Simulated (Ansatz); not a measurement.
Take C in the diamond structure (space group Fd-3m, No. 227; a = 3.560 Å) as the base. Axes: x, y, z lie along the cube axes.

The values are results of Ansatz (an electronic-structure program), r2SCAN, PAW, cutoff 500 eV, no SOC, not measurements.

Base values:

The smallest direct gap is 5.90 eV and the pressure is 0.01 GPa. The valence-band top at Γ comes out as 0.00, 0.00, 0.00 eV.

Now apply this change: tensor shear ε_xy = +1.71 % (engineering shear γ = 0.0342); the atoms relax in the strained cell.

Question: Predict the new smallest direct gap.

Answer: The smallest direct gap drops by 0.544 eV, from 5.90 eV to 5.35 eV.

Question: Estimate the effect on the pressure.

Answer: The pressure (mean of the normal stresses, compression positive) grows by 0.59 GPa to 0.60 GPa.

Question: How does this affect the valence-band top at Γ?

Answer: The valence-band top at Γ (three highest levels, from the VBM) becomes 0.00, -0.06, -0.07 eV (base: 0.00, 0.00, 0.00 eV).

Question: Estimate the effect on the energy relative to the base.

Answer: The energy increases by 12 meV/atom.

Stability against distortions was not tested.
